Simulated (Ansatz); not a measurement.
**S on the 1x1 (10-10) surface of wurtzite ZnO (cut with top plane O + Zn), one in a 1x1 cell, started at the site 'bridge Zn-Zn (span 3.3 Å) #2'**

Host crystal: wurtzite ZnO, with a band gap (PBE, scalar-relativistic without spin-orbit coupling).

Level of theory: PBE (plane waves to 420 eV, PAW; Ansatz, an electronic-structure program).

Set-up: 17 atoms, 9.4 Å thick at the start under the adsorbate (thin: gaps and levels are the slab's own); mesh 6x4x1; 0.01 eV smearing; dipole correction on; 8 atoms held, the rest relaxed; no symmetry held; spin-polarised, no spin-orbit, no U, no dispersion correction. The starting moment vanished. At the end it is bonded to O + Zn. In PBE this state lies 0.04 eV over the lowest of the starts that converged ('hollow O', where the adsorbate paired with a surface O atom).

```
Quantity                                                                                                                                                 Value
---------------------------------------------------------------------------------------------  ---------------------------------------------------------------
energy of the end state, in which the adsorbate paired with a surface O atom, against ⅛ S8(g)                                                          0.86 eV
gap of the slab on its k-mesh                                                                                                                          0.16 eV
highest filled level below the top vacuum level                                                                                                        5.04 eV
change of the step from the bottom to the top vacuum level, against the clean slab                                                                     0.25 eV
energy released by relaxation                                                                                                                          1.61 eV
height of the binding atom over the mean of the host atoms within 0.3 Å of the top one                                                                 1.316 Å
magnetic moment of the cell                                                                                                                            0.00 μB
largest move of a host atom                                                                                                                             0.71 Å
note                                                                                           in the relaxation the adsorbate left its starting site by 1.6 Å
cost                                                                                                                            around 22 core-minutes (rough)
```

A negative adsorption energy means that the adsorbate is more stable on the surface than in its reference.
